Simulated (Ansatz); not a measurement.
Take ZnS in the wurtzite structure (space group P6_3mc, No. 186; a = 3.806 Å, c = 6.245 Å) as the base.

The values are results of Kohn–Sham DFT with the r2SCAN functional, run in Ansatz (a quantum-chemistry and plane-wave program) with PAW and 500 eV plane waves, scalar-relativistic without spin-orbit coupling, not measurements.

For the base:

The shortest interatomic distance is 2.333 Å. The density is 4.13 g/cm³, the band gap is 2.78 eV and the valence-band top at Γ is 0.00, 0.00, -0.08 eV.

It is then changed as follows: Cd takes the place of Zn on all its sites; the structure is relaxed again.

Tabulated Pauling electronegativity and covalent radius: Zn 1.65, 1.22 Å; Cd 1.69, 1.44 Å.

Question: What happens to the shortest interatomic distance, density, band gap and valence-band top at Γ?

Answer: The shortest interatomic distance rises by 0.211 Å, from 2.333 Å to 2.544 Å; the density increases by 0.59 g/cm³ (4.13 g/cm³ → 4.72 g/cm³); the band gap falls by 1.15 eV to 1.63 eV; the valence-band top at Γ (three highest levels, from the VBM) changes from 0.00, 0.00, -0.08 eV to 0.00, 0.00, -0.04 eV.

Stability against distortions was not tested.
